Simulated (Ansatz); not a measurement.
The cell is built on a prototype and need not be the phase stable at ambient conditions.

By r2SCAN, the system below comes out a metal.

Without scattering a metal conducts by its projected Fermi surface.

```
CELL_PARAMETERS angstrom
      2.87779     0.00000     0.00000
      0.00000     3.14209     0.00000
      0.00000    -1.57104     2.72113
ATOMIC_POSITIONS crystal
  B  0.00000 0.00000 0.00000
  As 0.50000 0.33333 0.66667
```

Space group of this cell: P-6m2. The cell was relaxed by PBE-D3(BJ); by r2SCAN its mean pressure is 3.9 GPa.

The current flows along the normal of the first two printed cell vectors. No spin-orbit coupling; the value is a mean over 0.1 eV about the Fermi level.

Task: Estimate the ballistic conductance per area that r2SCAN (Ansatz, an electronic-structure program) returns for this system.

Result: 1.2 × 10¹⁵ S/m² for both spins.
